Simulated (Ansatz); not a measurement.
The starting structures come from a database of crystals and need not be the phases stable at ambient conditions.

 Where the default PAW files enter, the runs use the earlier of Ansatz's two default sets.

Tunnelling through a barrier is set by its complex band structure: the current falls as exp(−2κd) with the smallest κ.

Here is the system:

```
CELL_PARAMETERS angstrom
      3.59153     0.00000     0.00000
      0.00000     5.33076     0.00000
      1.79577    -2.66538     2.40099
ATOMIC_POSITIONS crystal
  Li 0.50000 0.73931 0.00000
  Li 0.50000 0.26069 0.00000
  C  0.13026 0.86974 0.73948
  C  0.86974 0.13026 0.26052
```

Space group of this cell: Immm. The cell is taken as given.

Transport runs along the normal of the first two printed cell vectors.

The gap is the functional's own. No spin-orbit coupling. Mid-gap values are interpolated on the energy grid.

Question: Compute, with PBEsol in Ansatz (a first-principles code), the band gap and the smallest decay constant κ at mid-gap.

Answer: Gap 3.21 eV on a 12×12×12 mesh; κ = 0.341 1/Å, at the zone centre.
